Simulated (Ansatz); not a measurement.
**MgO (Pm-3n, No. 223, 12 atoms in the cell; start mp-1101930; a measured phase of this formula has another space group)**

Calculation: LDA (PAW; Ansatz, a quantum-chemistry and plane-wave program).

Run with plane-wave cutoff 520 eV, 6×6×6 k mesh, Fermi–Dirac smearing 0.01 eV, scalar-relativistic PAW data made under PBE.

Cell (relaxed at this level):

```
MgO
1.0
    5.52201     0.00000     0.00000
    0.00000     5.52201     0.00000
    0.00000     0.00000     5.52201
Mg O
6 6
Direct
  0.25000   0.00000   0.50000
  0.75000   0.00000   0.50000
  0.50000   0.75000   0.00000
  0.50000   0.25000   0.00000
  0.00000   0.50000   0.75000
  0.00000   0.50000   0.25000
  0.25000   0.50000   0.00000
  0.75000   0.50000   0.00000
  0.00000   0.75000   0.50000
  0.00000   0.25000   0.50000
  0.50000   0.00000   0.75000
  0.50000   0.00000   0.25000
```

```yaml
band_gap: 2.87 eV (direct)
```

The computed numbers hold no vibrational or temperature effects.

A start named mp-… is a Materials Project structure, which need not be a measured phase.
